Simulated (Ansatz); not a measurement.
InSe, response to strain

Base system: InSe in the beta-GaS type structure (space group P6_3/mmc, No. 194; a = 4.0162 Å, c = 16.9265 Å; layered, stacked along the Cartesian z axis). Axes: x lies along a and z along c of the hexagonal cell.

Strains are applied to the cell and any free atomic positions relax.

Computed with plane-wave PAW DFT at the r2SCAN+rVV10 level (Ansatz, a quantum-chemistry and plane-wave program, 500 eV), spin-orbit coupling left out, earlier PAW set.

Candidates:
(a) uniaxial strain ε_yy = +1.56 %
(b) isotropic strain +2.95 %
(c) strain tensor (xx, yy, zz, yz, xz, xy) = (+0.14, −0.53, −0.99, +1.58, −0.93, +0.71) %

Notes on the quantities. energy relative to the base: free energy F.

Question: Order them by energy relative to the base, highest first.

Answer: (b) isotropic strain +2.95 % (+19 meV/atom), (c) strain tensor (xx, yy, zz, yz, xz, xy) = (+0.14, −0.53, −0.99, +1.58, −0.93, +0.71) % (+2.2 meV/atom), (a) uniaxial strain ε_yy = +1.56 % (+1.5 meV/atom)

No phonon test of stability was made.
